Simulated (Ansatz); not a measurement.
Consider the energy of the reaction as written. Reaction: 1/4 cell B + 3/8 F2 (gas) → cell A. The sign is products less reactants.

Cell A: a slab of Ru (hcp, P6₃/mmc) cut along (0001), 9 atoms, hexagonal cell of 2.72 Å (6.4 Å²), symmetry P3m1 within 0.02 Å, 16.5 Å thick under 16 Å of vacuum, in-plane vectors held at the crystal's; planes from bottom to top: Ru × 8 | F, its two faces unlike (dipole correction applied); added, foreign or displaced atoms, above the top plane: F bound to 3 Ru at 2.22 Å; spin state with PBE: run without spin, k-point mesh 20×20×1.
```yaml
crystal:
  lattice:
    - [2.72194, 0.00000, 0.00000]
    - [1.36097, 2.35727, 0.00000]
    - [0.00000, 0.00000, 32.29448]
  atoms:
    - { symbol: Ru, position: [0.66667, 0.66667, 0.24983] }
    - { symbol: Ru, position: [0.00000, 0.00000, 0.31365] }
    - { symbol: Ru, position: [0.66667, 0.66667, 0.38040] }
    - { symbol: Ru, position: [0.00000, 0.00000, 0.44735] }
    - { symbol: Ru, position: [0.66667, 0.66667, 0.51331] }
    - { symbol: Ru, position: [0.00000, 0.00000, 0.57999] }
    - { symbol: Ru, position: [0.66667, 0.66667, 0.64746] }
    - { symbol: Ru, position: [0.00000, 0.00000, 0.71111] }
    - { symbol: F, position: [0.33333, 0.33333, 0.75973] }
```

Cell B: a slab of Ru (hcp, P6₃/mmc) cut along (0001), 33 atoms, hexagonal cell of 5.44 Å (25.7 Å²), symmetry P3m1 within 0.02 Å, 16.6 Å thick under 16 Å of vacuum, in-plane vectors held at the crystal's; planes from bottom to top: Ru4 × 8 | F, its two faces unlike (dipole correction applied); added, foreign or displaced atoms, above the top plane: F bound to 3 Ru at 2.28 Å; spin state with PBE: run without spin, k-point mesh 8×8×1.
```
CELL_PARAMETERS angstrom
      5.44387     0.00000     0.00000
      2.72194     4.71453     0.00000
      0.00000     0.00000    32.29448
ATOMIC_POSITIONS crystal
  Ru 0.83336 0.33332 0.25077
  Ru 0.33332 0.33332 0.25077
  Ru 0.83333 0.83333 0.25080
  Ru 0.33332 0.83336 0.25077
  Ru 0.99998 0.99998 0.31463
  Ru 0.50003 0.99998 0.31463
  Ru 0.99998 0.50003 0.31463
  Ru 0.50000 0.50000 0.31467
  Ru 0.83316 0.33342 0.38132
  Ru 0.33342 0.33342 0.38132
  Ru 0.83333 0.83333 0.38145
  Ru 0.33342 0.83316 0.38132
  Ru 0.00008 0.00008 0.44773
  Ru 0.49984 0.00008 0.44773
  Ru 0.00008 0.49984 0.44773
  Ru 0.50000 0.50000 0.44797
  Ru 0.83361 0.33320 0.51418
  Ru 0.33320 0.33320 0.51418
  Ru 0.83333 0.83333 0.51423
  Ru 0.33320 0.83361 0.51418
  Ru 0.99930 0.99930 0.58046
  Ru 0.50141 0.99930 0.58046
  Ru 0.99930 0.50141 0.58046
  Ru 0.50000 0.50000 0.58057
  Ru 0.83222 0.33389 0.64706
  Ru 0.33389 0.33389 0.64706
  Ru 0.83333 0.83333 0.64906
  Ru 0.33389 0.83222 0.64706
  Ru 0.00404 0.00404 0.71116
  Ru 0.49192 0.00404 0.71116
  Ru 0.00404 0.49192 0.71116
  Ru 0.50000 0.50000 0.71035
  F  0.16667 0.16667 0.76341
```

Reference: an isolated F2 molecule (singlet) in a box of 11 × 11 × 13 Å.

All numbers come from Ansatz (an electronic-structure program), plane waves with PAW, its default PAW set, cutoff 420 eV, 500 eV for r2SCAN. The structures are at rest with PBE, within the held lattices; other levels are single points on them. Neutral cells; Fermi-Dirac smearing of at most 0.10 eV in the solids, energies taken to zero width. The lattices are those relaxed with PBE, so at other levels the solids can be strained, which adds to the spread. Larger cells are relaxed from a start prepared with the learned potential CHGNet, on a coarser mesh till forces fall under 0.03 eV/Å, which some starts already meet. A dispersion term (D3(BJ), or D4 for r2SCAN) was computed beside these levels and is taken off wherever the name lacks it. Nuclei at rest; no vibrational terms. Cells are local rest points, mostly with their start's symmetry. The d electrons get no Hubbard U. Values are for these cell sizes. The cells' k-point meshes differ in density, so the last digit is unsettled. Cell A has symmetry P3m1 within 0.02 Å and got no random move, so less symmetric positions, which may lie lower, weren't tried. Cell B has symmetry P3m1 within 0.02 Å and got no random move, so less symmetric positions, which may lie lower, weren't tried.

Q: What value does r2SCAN give?

A: -1.97 eV, for 1/4 cell B + 3/8 F2 (gas) → cell A.

Q: What do the other levels give, and how wide is the spread?

A: 
```json
[
 {"Method": "PBE", "value (eV)": "-1.73", "less r2SCAN": "0.24"}
]
```

The levels shown span 0.24 eV, from r2SCAN (-1.97) to PBE (-1.73).
